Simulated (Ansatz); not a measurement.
Consider Cu in the fcc (Cu type) structure (space group Fm-3m, No. 225; a = 3.5184 Å; relaxed with 0.1 eV smearing). Axes: x, y, z lie along the cube axes.

Calculations: LDA (Ansatz, a program for electronic structure, PAW, no spin-orbit coupling).

Strains are applied to the cell and any free atomic positions relax.

One change was made to it. Results:

| quantity | base | after |
|---|---|---|
| energy relative to the base (free energy F) | 0 meV/atom | +7.5 meV/atom |
| shortest interatomic distance | 2.488 Å | 2.451 Å |

Task: Which of these changes matches the shifts?
(A) uniaxial strain ε_zz = −2.50 %
(B) uniaxial strain ε_zz = +0.50 %
(C) uniaxial strain ε_zz = +2.50 %
(D) uniaxial strain ε_zz = −3.00 %
(E) uniaxial strain ε_zz = −1.50 %

Result: D, uniaxial strain ε_zz = −3.00 %. For comparison, the energy relative to the base in the other runs: uniaxial strain ε_zz = −2.50 % gives +5.2 meV/atom; uniaxial strain ε_zz = +2.50 % gives +4.8 meV/atom; uniaxial strain ε_zz = +0.50 % gives +0.2 meV/atom; uniaxial strain ε_zz = −1.50 % gives +1.8 meV/atom.

Stability against distortions was not tested. The final runs are not spin-polarised.
